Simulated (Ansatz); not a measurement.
We consider Sb (model structure, started from the C4 type, I4₁32, No. 214, 4 atoms in the cell), described by PBEsol in Ansatz (PAW).

Numerical settings: plane-wave cutoff 520 eV, 12×12×12 k mesh, Fermi–Dirac smearing 0.05 eV, scalar-relativistic PAW data made under PBE.

Cell (relaxed at this level):

Space group I4₁32 (No. 214); a = b = c = 7.9800 Å, α = β = γ = 90.00°

| atom | site | symmetry | x | y | z |
|---|---|---|---|---|---|
| Sb | 8a | .32 | 0.1250 | 0.1250 | 0.1250 |
(The calculation used a cell of 4 atoms; values per cell refer to that cell.)

Question: Estimate the bulk modulus that the calculation returns.

Answer: 
- bulk modulus: 21.1 GPa

The run finds no gap.

Note: the bulk modulus is −V dP/dV from two relaxed cells at ±2 % in volume; the relaxation could raise the start's symmetry but not lower it, so the cell can be a saddle point.

Spin–orbit coupling is not included; it can open a gap where bands touch, and shift volumes and moduli.

Static lattice: no zero-point or thermal effects.

Computing time: around 8 core-minutes (rough).

A model structure was made by putting elements into a prototype or built by hand; it is no filed structure, need not be a known phase, and can be a saddle point held by its symmetry.

Ansatz is a quantum-chemistry and plane-wave program.
